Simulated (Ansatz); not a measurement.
**MgI2: stress against strain**

MgI2 (1T layered, P-3m1, 31.307 Å³/atom at rest, c along z) under a strain ε along c (axis z), the other axes held. PBEsol-D3(BJ) in Ansatz, a plane-wave DFT program (PAW, default set), 420 eV, 9×9×5 Γ-centred mesh, Fermi-Dirac smearing 0.05 eV; ions are relaxed within the symmetry of each cell. Stress is positive for a compressed cell.

Here s stands for strain and y for stress zz.

| strain (%) | stress zz (GPa) |
|---|---|
| -1.50 | 0.55 |
| -1.00 | 0.35 |
| -0.50 | 0.17 |
| 0.00 | 0.00 |
| 0.50 | -0.16 |
| 1.00 | -0.31 |
| 1.50 | -0.46 |
| 3.00 | ? |

Problem. Fit y against s with a straight line, and predict the withheld value at s = 3.00.

Solution. Means: s 0, y 0.020. About the means, the sum of products is -2.3400 and the sum of squares of s is 7.0000; the slope is their ratio. Least squares gives y = 0.020 - 0.3343·s. Residuals (row less fit): 0.029, -0.004, -0.017, -0.020, -0.013, 0.004, 0.021; standard error 0.021 (degrees of freedom: 5). The slope gives the elastic constant C33 = 33 ± 0.8 GPa. At the withheld row, y = 0.020 - 0.3343 × 3.0 = -0.983 GPa. The calculation gives -0.80 GPa, 0.183 GPa above the prediction (13.6 % of the range of y in the table). The row lies outside the fitted rows, so this is an extrapolation. From the scatter of the fitted rows alone, a prediction at this place has a standard error of 0.032 GPa, so the miss is 5.7 times that.

One order more, fitted to all 13 runs of the series, follows each within 0.01, so the miss is the next term of a smooth law. Rows are the converged runs of the series near zero and its far end; series whose fitted rows scatter by over a few per cent of the range, as at a crossing or softening among them, aren't shown in this form. Most that stay on the fit to the last digits aren't either.
